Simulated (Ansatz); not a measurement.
Start from BP in the zinc blende structure (space group F-43m, No. 216; a = 4.5366 Å).

Levels (all Ansatz, a first-principles code, PAW): r2SCAN (500 eV, no spin-orbit coupling); HSE06+SOC (420 eV, spin-orbit coupling included).

The geometry is relaxed with r2SCAN.

* **r2SCAN valence-band top at Γ**: 0.00, 0.00, 0.00 eV
* **r2SCAN lowest conduction level above the VBM at special points**: X 1.50 eV; K 2.37 eV; U 2.37 eV; Γ 3.60 eV

With HSE06+SOC at the same geometry, the valence-band top at Γ (three highest Kramers pairs, from the VBM) becomes 0.00, 0.00, -0.05 eV (r2SCAN: 0.00, 0.00, 0.00 eV); the lowest conduction level above the VBM at special points goes from X 1.50 eV; K 2.37 eV; U 2.37 eV; Γ 3.60 eV to X 2.04 eV; K 2.91 eV; U 2.91 eV; Γ 4.29 eV. The threefold valence maximum splits by Δso ≈ 46 meV.

Single points use the geometry relaxed with r2SCAN. The hybrid gap comes from the SCF mesh plus the semilocal run's edge points and a few special points and is an upper bound. Differences between runs with and without spin-orbit coupling are approximate. The levels and masses belong to the bands next to the band gap. Stability against distortions was not tested.
